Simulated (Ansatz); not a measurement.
Base system: WC (space group P-6m2, No. 187; a = 2.913 Å, c = 2.835 Å; relaxed with 0.1 eV smearing). Axes: x lies along a and z along c of the hexagonal cell.

Computed with Kohn–Sham DFT with the r2SCAN functional, run in Ansatz (an electronic-structure program) with PAW and 500 eV plane waves, no SOC.

Strains are applied to the cell and any free atomic positions relax.

One change was made to it. Results:

```csv
quantity,base,after
"pressure (mean of the normal stresses, compression positive)",0.0 GPa,-3.7 GPa
energy relative to the base (free energy F),0 meV/atom,+2.3 meV/atom
```

Task: Name the change that was made.
A) uniaxial strain ε_xx = +2.00 %
B) uniaxial strain ε_xx = +1.00 %
C) uniaxial strain ε_xx = +3.00 %

Result: B, uniaxial strain ε_xx = +1.00 %. For comparison, the energy relative to the base in the other runs: uniaxial strain ε_xx = +3.00 % gives +20 meV/atom; uniaxial strain ε_xx = +2.00 % gives +9.1 meV/atom.

No phonon test of stability was made. All final runs are without spin polarisation.
